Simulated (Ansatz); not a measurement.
An Ansatz (a quantum-chemistry and plane-wave program) input (Ansatz r2SCAN, no spin-orbit coupling):

Ansatz 0.2 input:
```yaml
crystal:
  lattice:
    - [-2.8882543286, 2.8882543286, 6.0752758286]
    - [2.8882543286, -2.8882543286, 6.0752758286]
    - [2.8882543286, 2.8882543286, -6.0752758286]
  atoms:
    - { symbol: P, position: [0.6265220923, 0.126284422, 0] }
    - { symbol: P, position: [0.126284422, 0.6265220923, 0] }
    - { symbol: P, position: [0.3734779077, 0.3734779077, 0.4997623297] }
    - { symbol: P, position: [0.873715578, 0.873715578, 0.5002376703] }
    - { symbol: Cd, position: [0, 0, 0] }
    - { symbol: In, position: [0.5, 0.5, 0] }
    - { symbol: Cd, position: [0.75, 0.25, 0.5] }
    - { symbol: Cd, position: [0.25, 0.75, 0.5] }
basis: { ecutwfc: 500, ecutrho_ratio: 4, xc_grid: 4, fft_grid_basis: typed }
kpoints: { mp_grid: { grid: [11, 11, 11] } }
hamiltonian:
  xc: r2scan
  dispersion: none
  pseudopotentials: { kind: paw }
scf: { occupations: { method: fermi_dirac, width: 0.05 }, convergence: { dr2_threshold: 0.0000000008 } }
output: { forces: true, stress: true }
checkpoint: { write: state.ck, write_every: 1000 }
```

Task: Which symmetry and how many k-points will the program report, and about how many plane waves at Γ?

Result: Space group I-42m (ITA 121) with 8 operations, k-points 126 of 1331, and 5135 plane waves at Γ.

These are small ordered cells, not random alloys; other orderings at the same x differ. No phonon test of stability was made. The final runs are not spin-polarised. An odd electron count without spin: Cd3InP4. The cell was made from InP by this change: x(Cd) = 0.75, 8 atoms, I-42m.
